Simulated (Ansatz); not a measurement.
# A computed series for MgO: pressure series

Base system: MgO in the rock salt structure (space group Fm-3m, No. 225; a = 4.254 Å).

Cell and atoms are relaxed at each pressure.

Calculations: Kohn–Sham DFT with the PBE functional, run in Ansatz (a quantum-chemistry and plane-wave program) with PAW and 420 eV plane waves, spin-orbit coupling left out.

Base values:

| Quantity | Value |
|---|---|
| Band gap | 4.46 eV |

Question: The aim is a band gap between 5.76 eV and 6.16 eV. Which of these changes reaches it?
A. pressure 50 GPa
B. pressure −2 GPa
C. pressure 75 GPa
D. pressure 30 GPa
E. pressure 100 GPa

Answer: D, pressure 30 GPa. It gives 5.98 eV; pressure 50 GPa gives 6.76 eV; pressure −2 GPa gives 4.33 eV; pressure 100 GPa gives 8.33 eV; pressure 75 GPa gives 7.60 eV. Changes not listed may reach it too

Load acts through the strain it causes; cell and atoms are relaxed under it. Stability against distortions was not tested. Competing high-pressure phases were not computed.
